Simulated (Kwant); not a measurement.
Model system: In0.53Ga0.47As/InP stack with 2 barriers. One parabolic valley. Leads of mass 0.041 mₑ with the band edge at 0; grid 0.1 nm; bias swept from 0.01 to 0.375 V, dropping linearly over the stack. Emitter Fermi level 0.02 eV, 4 K, equal in the collector.

| layer | thickness (nm) | band offset (eV) | mass (mₑ) |
|---|---|---|---|
| 1 | 2 | 0.25 | 0.08 |
| 2 | 8.9 | 0 | 0.041 |
| 3 | 2.6 | 0.25 | 0.08 |

Constants are typed, rounded textbook-type inputs, not results; the design itself was drawn at random and stands for no fabricated device.

Kwant, one-band effective-mass tight-binding model in one dimension, coherent, no space charge, current by the Tsu-Esaki formula.

Sweep values stay those of the base run.

Base results: first peak current (A/cm²) 33700; J (A/cm²) at bias = 0.2743 V 2040; bias of the first current peak (V) 0.0729; J (A/cm²) at bias = 0.3750 V 30300.

Q: What follows from this one change: Fermi level in the emitter 0.02 → 0.01 eV?

A: first peak current 33700 → 10200 A/cm²; J at bias = 0.2743 V 2040 → 314 A/cm²; bias of the first current peak little changed (0.0855 V); J at bias = 0.3750 V 30300 → 3940 A/cm².

Q: What follows from this one change: temperature 4 → 300 K?

A: first peak current 33700 → 82200 A/cm²; J at bias = 0.2743 V 2040 → 108000 A/cm²; bias of the first current peak little changed (0.0729 V); J at bias = 0.3750 V 30300 → 228000 A/cm².

Q: What follows from this one change: width of the first well 8.9 → 7.1 nm?

A: first peak current 33700 → 45500 A/cm²; J at bias = 0.2743 V 2040 → 1370 A/cm²; bias of the first current peak 0.0729 → 0.111 V; J at bias = 0.3750 V 30300 → 2970 A/cm².

Q: What follows from this one change: width of the first well 8.9 → 5.3 nm?

A: first peak current 33700 → 56500 A/cm²; J at bias = 0.2743 V 2040 → 2430 A/cm²; bias of the first current peak 0.0729 → 0.148 V; J at bias = 0.3750 V 30300 → 2080 A/cm².

Q: What follows from this one change: mass in the first barrier 0.08 → 0.064 mₑ?

A: first peak current 33700 → 36600 A/cm²; J at bias = 0.2743 V 2040 → 2350 A/cm²; bias of the first current peak little changed (0.0729 V); J at bias = 0.3750 V little changed (31100 A/cm²).
